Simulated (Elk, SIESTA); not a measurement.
A SIESTA input for a self-consistent single point of LiF (Fm-3m, 2 atoms in the cell) (DFT, GGA PBE, numerical atomic orbitals DZP, PseudoDojo PBE standard norm-conserving potentials (rewritten from UPF to PSML)):

```
# files in the folder: Li.psml F.psml (PseudoDojo PBE standard)
SystemName  LiF
SystemLabel lif

NumberOfAtoms                2
NumberOfSpecies              2
%block ChemicalSpeciesLabel
  1 3 Li
  2 9 F
%endblock ChemicalSpeciesLabel
LatticeConstant              2.792648 Ang
%block LatticeVectors
     0.000000000    0.707106660    0.707106660
     0.707106660    0.000000000    0.707106660
     0.707106660    0.707106660    0.000000000
%endblock LatticeVectors
AtomicCoordinatesFormat      Ang
%block AtomicCoordinatesAndAtomicSpecies
     0.000000000    0.000000000    0.000000000  1
     1.974700000    1.974700000    1.974700000  2
%endblock AtomicCoordinatesAndAtomicSpecies

XC.functional                GGA
XC.authors                   PBE
PAO.BasisSize                DZP
PAO.EnergyShift              0.01 Ry
PAO.Polarization.NonPerturbative true
MeshCutoff                   350 Ry
%block kgrid.MonkhorstPack
    7   0   0  0.0
    0   7   0  0.0
    0   0   7  0.0
%endblock kgrid.MonkhorstPack
OccupationFunction           FD
ElectronicTemperature        20.0 meV

MaxSCFIterations             150
SCF.Mixer.Method             Pulay
SCF.Mixer.Weight             0.25
SCF.Mixer.History            6
SCF.DM.Tolerance             1.0E-05
Diag.ParallelOverK           true
WriteForces                  true
```

Question: Give the Elk input for the same structure, mesh, smearing and functional.

Answer: This is the input that was run; spellings and numerical settings could be chosen otherwise.

```
tasks
  0

xctype
  20

tforce
  .true.

rgkmax
  8.0

gmaxvr
  18.0

lmaxapw
  10

lmaxo
  8

nxlo
  2

lorbcnd
  .true.

lradstp
  2

nrmtscf
  2.0

rmtscf
  0.94

lmaxi
  4

swidth
  0.000734986

maxscl
  100

avec
    0.0000000000    3.7316421783    3.7316421783
    3.7316421783    0.0000000000    3.7316421783
    3.7316421783    3.7316421783    0.0000000000

atoms
  2
  'Li.in'
  1
  0.0000000000  0.0000000000  0.0000000000    0.0 0.0 0.0
  'F.in'
  1
  0.5000000000  0.5000000000  0.5000000000    0.0 0.0 0.0

ngridk
  7 7 7
```

Basis, cutoffs, solver keys and any potentials are the target program's own. This input uses DFT, PBE, all-electron FP-LAPW, Elk's shipped species files, APW+lo basis with extra local orbitals. Both were run: gap on the mesh 9.556 eV in SIESTA and 9.629 in Elk.

On SIESTA: the starting cell has typed, rounded lattice constants, without a prior relaxation at this level. For this run, on top of that: lattice scaled by 0.98. Values carry the incompleteness of an atom-centred basis. With a pressure of about 6 GPa the cell is away from its equilibrium volume at this level.

On Elk: the starting cell has typed, rounded lattice constants, without a prior relaxation at this level. For this run, on top of that: lattice scaled by 0.98. Values depend on the basis (sphere radii, cutoffs, local orbitals), which need not be converged.
